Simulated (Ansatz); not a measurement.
LaZnSbO (start mp-12515), treated with r²SCAN (plane waves, PAW; Ansatz, a quantum-chemistry and plane-wave program).

Settings: plane-wave cutoff 600 eV, 10×10×6 k mesh (along the axes of the cell as run), Fermi–Dirac smearing 0.03 eV, scalar-relativistic PAW data made under PBE.

Starting structure:

```
CELL_PARAMETERS angstrom
      4.24629     0.00000     0.00000
      0.00000     4.24629     0.00000
      0.00000     0.00000     9.66610
ATOMIC_POSITIONS crystal
  La 0.00000 0.50000 0.88069
  La 0.50000 0.00000 0.11931
  Zn 0.00000 0.00000 0.50000
  Zn 0.50000 0.50000 0.50000
  Sb 0.50000 0.00000 0.68015
  Sb 0.00000 0.50000 0.31985
  O  0.50000 0.50000 0.00000
  O  0.00000 0.00000 0.00000
```

### Question
Into what structure does the relaxation of cell and atoms lead at this level, with the symmetry of the start kept?

### Answer
The volume decreases by 1.5 %; final space group P4/nmm.
```
CELL_PARAMETERS angstrom
      4.22748     0.00000     0.00000
      0.00000     4.22748     0.00000
      0.00000     0.00000     9.60447
ATOMIC_POSITIONS crystal
  La 0.00000 0.50000 0.87967
  La 0.50000 0.00000 0.12033
  Zn 0.00000 0.00000 0.50000
  Zn 0.50000 0.50000 0.50000
  Sb 0.50000 0.00000 0.67738
  Sb 0.00000 0.50000 0.32262
  O  0.50000 0.50000 0.00000
  O  0.00000 0.00000 0.00000
```

Note: the relaxation could not lower the start's symmetry, so the cell can be a saddle point above a distorted one.

A start named mp-… is a Materials Project structure, which need not be a measured phase.
